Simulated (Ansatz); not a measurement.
The reference is Ta in the bcc (W type) structure (space group Im-3m, No. 229; a = 3.2541 Å; relaxed with 0.1 eV smearing). Axes: x, y, z lie along the cube axes.

Calculations: DFT with LDA, PAW potentials and a 420 eV plane-wave cutoff in Ansatz (a quantum-chemistry and plane-wave program), spin-orbit coupling left out.

Before the change:

Shortest interatomic distance: 2.818 Å
Pressure: 0.0 GPa

Modification: the cell is stretched by 1.50 % along z with no lateral relaxation, atoms relaxed at fixed cell.

### Question
How does this affect the shortest interatomic distance?

### Answer
The shortest interatomic distance increases by 0.014 Å, from 2.818 Å to 2.832 Å.

### Question
How does this affect the pressure?

### Answer
The pressure (mean of the normal stresses, compression positive) goes from zero to -3.1 GPa.

### Question
What happens to the energy relative to the base?

### Answer
The energy rises by 3.5 meV/atom.

The cells carry an imposed strain or load. Stability against distortions was not tested. All final runs are without spin polarisation.
